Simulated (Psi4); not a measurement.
Psi4 1.11, PBE/def2-svp: In(F)3 ([F][In]([F])[F]), 4 atoms. The geometry is a generated start, not checked to be a minimum at this level.

| Quantity | Value |
|---|---|
| task | energy |
| method | pbe |
| basis | def2-svp |
| memory | 3 GB |
| maxiter | 100 |
| keys of the molecule block | symmetry c1 |
| scf_type | df (default) |
| e_convergence | 1e-06 (default) |
| d_convergence | 1e-06 (default) |
| dft_radial_points | 75 (default) |
| dft_spherical_points | 302 (default) |
| effective core potentials | those of the basis set, past Kr |
| basis functions | 68 |
| grid points | 87324 |

```xyz
4

In    -0.0041     0.0049     0.0065
F     -1.6577    -1.0524     0.0558
F     -0.0080     1.8158    -0.7452
F      1.6699    -0.7684     0.6829
```

With the defaults (diis = true, scf_initial_accelerator = adiis, damping_percentage = 0, diis_max_vecs = 10, guess = auto, which took SAD, soscf = false, soscf_start_convergence = 0.01, level_shift = 0, level_shift_cutoff = 0.01) it converges in 9 SCF iterations. One run each on 2 threads, with these changes:
- soscf = true, soscf_start_convergence = 0.1
- diis = false, scf_initial_accelerator = none, damping_percentage = 60
- guess = gwh
- level_shift = 0.1, level_shift_cutoff = 0.001
- diis_max_vecs = 6
- scf_initial_accelerator = ediis
- soscf = true
- level_shift = 0.5, level_shift_cutoff = 0.001
- guess = sadno

Question: Which runs fail or end elsewhere than the default run?

Answer: No convergence: diis = false, scf_initial_accelerator = none, damping_percentage = 60 (the run ends without SCF convergence in 100 iterations). The rest reach the solution of the defaults.

```
setting                                                                SCF iterations  JK calls             end
---------------------------------------------------------------------  --------------  --------  --------------
soscf = true, soscf_start_convergence = 0.1                                         6        22   same solution
soscf = true                                                                        7        23   same solution
the defaults                                                                        9        10   same solution
scf_initial_accelerator = ediis                                                     9        10   same solution
diis_max_vecs = 6                                                                   9        10   same solution
level_shift = 0.5, level_shift_cutoff = 0.001                                       9        10   same solution
level_shift = 0.1, level_shift_cutoff = 0.001                                       9        10   same solution
guess = sadno                                                                      10        10   same solution
guess = gwh                                                                        10        10   same solution
diis = false, scf_initial_accelerator = none, damping_percentage = 60             100       101  no convergence
```

An SOSCF iteration holds several JK calls; a Hückel guess adds calls on atoms.
